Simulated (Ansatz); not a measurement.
The starting structures come from a database of crystals and need not be the phases stable at ambient conditions.

 Where the default PAW files enter, the runs use the earlier of Ansatz's two default sets.

# Evanescent states of SnF₃ (Fm-3m, not sure to be the ambient phase, 8 atoms a cell, 21.0 Å³ an atom, -2 GPa at this level) along the normal of (110)

The numbers are results of r2SCAN (plane waves, PAW; Ansatz, an electronic-structure program), not measurements.

The gap is the functional's own, uncorrected, and κ follows it; spin-orbit coupling is left out. Mid-gap values are interpolated between the computed energies.

Energies count from the valence-band top; κ is the least over a 6×4 mesh across the current.

```tsv
E (eV)	κ (1/Å)	where
0.08	0.129	off Γ
0.24	0.214	off Γ
0.40	0.266	off Γ
0.56	0.305	off Γ
0.72	0.320	off Γ
0.88	[?]	off Γ
1.04	[?]	off Γ
1.20	[?]	off Γ
1.36	[?]	off Γ
1.52	0.320	off Γ
1.68	[?]	off Γ
1.84	0.305	off Γ
2.00	[?]	off Γ
2.16	[?]	off Γ
2.32	[?]	off Γ
2.48	0.244	off Γ
2.64	0.219	off Γ
2.80	0.188	off Γ
2.96	0.145	off Γ
3.12	0.073	off Γ
```

What belongs in the gaps?


- 0.88, κ (1/Å): 0.325
- 1.04, κ (1/Å): 0.327
- 1.20, κ (1/Å): 0.327
- 1.36, κ (1/Å): 0.324
- 1.68, κ (1/Å): 0.314
- 2.00, κ (1/Å): 0.294
- 2.16, κ (1/Å): 0.281
- 2.32, κ (1/Å): 0.264
